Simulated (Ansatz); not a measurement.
Start from Ti₃Al (space group P6_3/mmc, No. 194).

```cif
data_Al2Ti6
_chemical_formula_sum 'Ti6 Al2'
_space_group_name_H-M_alt 'P 1'
_space_group_IT_number 1
_cell_length_a 5.74712
_cell_length_b 5.74712
_cell_length_c 4.63151
_cell_angle_alpha 90.000
_cell_angle_beta 90.000
_cell_angle_gamma 120.000
loop_
_space_group_symop_operation_xyz
  'x, y, z'
loop_
_atom_site_label
_atom_site_type_symbol
_atom_site_fract_x
_atom_site_fract_y
_atom_site_fract_z
_atom_site_occupancy
Ti1 Ti 0.82982 0.65965 0.25000 1
Ti2 Ti 0.17018 0.82982 0.75000 1
Ti3 Ti 0.34035 0.17018 0.25000 1
Ti4 Ti 0.17018 0.34035 0.75000 1
Ti5 Ti 0.82982 0.17018 0.25000 1
Ti6 Ti 0.65965 0.82982 0.75000 1
Al1 Al 0.33333 0.66667 0.25000 1
Al2 Al 0.66667 0.33333 0.75000 1
```

Computed with DFT with r2SCAN, PAW potentials and a 500 eV plane-wave cutoff in Ansatz (an electronic-structure program), no SOC.

Base values:

Volume per atom: 16.56 Å³
c/a ratio: 0.806

One thing is altered: a hydrostatic pressure of 4.2 GPa.

Problem. Estimate the effect on the volume per atom and c/a ratio.

Solution. The volume per atom drops by 0.53 Å³ to 16.03 Å³; the c/a ratio is nearly the same (0.806 against 0.807).

Load acts through the strain it causes; cell and atoms are relaxed under it. Stability against distortions was not tested. The final runs are not spin-polarised.
